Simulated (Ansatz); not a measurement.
A constructed model of the (000-1) surface of wurtzite CdS (in the relaxation 2 O–S bonds formed; 2 Cd–S bonds broke), S-terminated, 2x2 O adatom at H3 (bottom of the slab: 2 H on 4 bottom sites)

Calculation: PBE (plane waves to 420 eV, PAW; Ansatz, a program for electronic structure).

Model: 35-atom slab, 13.8 Å thick at the start with caps and adatoms (thin: gaps and levels are the slab's own), 3x3x1 mesh, Fermi-Dirac 0.025 eV, dipole correction, 8 atoms held, the rest relaxed; held to the start's symmetry, so lower structures may exist; no spin, no spin-orbit, no U. It is one candidate, not shown to be the stable structure of the face.

```json
{
  "gap_of_the_slab_on_its_k_mesh": "0.86 eV",
  "highest_filled_level_below_the_top_vacuum_level": "6.23 eV",
  "energy_released_by_relaxation": "4.11 eV",
  "cost": "about 60 core-minutes (a rough figure)"
}
```
